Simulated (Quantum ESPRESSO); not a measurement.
Worked example: relaxation of the atoms of NaI (I4mm, 2 atoms in the cell) in Quantum ESPRESSO.

Method: LDA (PZ), GBRV 1.5 ultrasoft (LDA) pseudopotentials (plane waves; Quantum ESPRESSO).

This input was run:

```fortran
&CONTROL
   calculation = 'relax'
   outdir = './tmp/'
   pseudo_dir = './'
   verbosity = 'high'
   forc_conv_thr = 7.8e-04
/
&SYSTEM
   ibrav = 7
   A = 4.5887058169
   C = 6.4894100000
   nat = 2
   ntyp = 2
   ecutwfc = 40
   ecutrho = 200
   occupations = 'smearing'
   smearing = 'fermi-dirac'
   degauss = 0.000734986
/
&ELECTRONS
   conv_thr = 1.0d-10
   mixing_beta = 0.4
/
&IONS
/
ATOMIC_SPECIES
Na    22.9898  na_lda_v1.5.uspp.F.UPF
I    126.9045  i_lda_v1.uspp.F.UPF
ATOMIC_POSITIONS {angstrom}
Na    0.1060679350   -0.1060679350    0.0000000000
I     0.0000000000   -4.5887058169    3.2447050000
K_POINTS {automatic}
7 7 7  0 0 0
```

The program printed (abridged):

```
     Self-consistent Calculation

     iteration #  1     ecut=    40.00 Ry     beta= 0.40

---- Real-time Memory Report at c_bands before calling an iterative solver
           108 MiB given to the printing process from OS
            46 MiB allocation reported by mallinfo(arena+hblkhd)
------------------

     Threshold (ethr) on eigenvalues was too large:
     Diagonalizing with lowered threshold

---- Real-time Memory Report at c_bands before calling an iterative solver
           166 MiB given to the printing process from OS
            82 MiB allocation reported by mallinfo(arena+hblkhd)
------------------

   [... lines left out ...]

---- Real-time Memory Report at c_bands before calling an iterative solver
           173 MiB given to the printing process from OS
            88 MiB allocation reported by mallinfo(arena+hblkhd)
------------------

     total energy              =    -160.00685162 Ry
     estimated scf accuracy    <          3.6E-10 Ry

     iteration #  9     ecut=    40.00 Ry     beta= 0.40

---- Real-time Memory Report at c_bands before calling an iterative solver
           174 MiB given to the printing process from OS
            89 MiB allocation reported by mallinfo(arena+hblkhd)
------------------
     End of self-consistent calculation

     the Fermi energy is     2.6964 ev

!    total energy              =    -160.00685162 Ry
     estimated scf accuracy    <          4.6E-11 Ry
     smearing contrib. (-TS)   =       0.00000000 Ry
     internal energy E=F+TS    =    -160.00685162 Ry

     convergence has been achieved in   9 iterations

     Forces acting on atoms (cartesian axes, Ry/au):

     atom    1 type  1   force =    -0.00304570    0.00304570    0.00000000
     atom    2 type  2   force =     0.00304570   -0.00304570    0.00000000

     Total force =     0.006091     Total SCF correction =     0.000017

     BFGS Geometry Optimization
     Energy error            =      3.7E-05 Ry
     Gradient error          =      3.0E-03 Ry/Bohr

     number of scf cycles    =   1
     number of bfgs steps    =   0

   [... lines left out ...]
     the Fermi energy is     2.6876 ev
!    total energy              =    -160.00743228 Ry
     Total force =     0.000083     Total SCF correction =     0.000001
     bfgs converged in   9 scf cycles and   8 bfgs steps
   [... lines left out ...]
     (criteria: energy <  1.0E-04 Ry, force <  7.8E-04 Ry/Bohr)

     End of BFGS Geometry Optimization

     Final energy             =    -160.0074322760 Ry

     File ./tmp/pwscf.bfgs deleted, as requested
Begin final coordinates

ATOMIC_POSITIONS (angstrom)
Na               0.0538347163       -0.0538347163        0.0000000000
I                0.0522332187       -4.6409390356        3.2447050000
End final coordinates

   JOB DONE.
```

The run converged.  The full log also holds: “WARNING: bfgs curvature condition failed, Theta= 0.830”.

Summary of the result:
| Quantity | Value |
|---|---|
| Free energy E − TS | -2177.0120 eV |
| Top of the valence band (on the code's own zero) | 1.41 eV |
| Gap on the k-point mesh | 3.31 eV |
| Largest force (vector length) | 0.002 eV/Å |
| Relaxation steps | 8 |

The starting cell has typed, rounded lattice constants, without a prior relaxation at this level. Its lattice was rescaled by up to half a per cent. For this run, on top of that: one atom moved by 0.15 angstrom. Spin-orbit coupling is off. The relaxation keeps the symmetry of its start, so its end need not be a minimum.

Cost on one core of a shared machine: roughly 3 min.
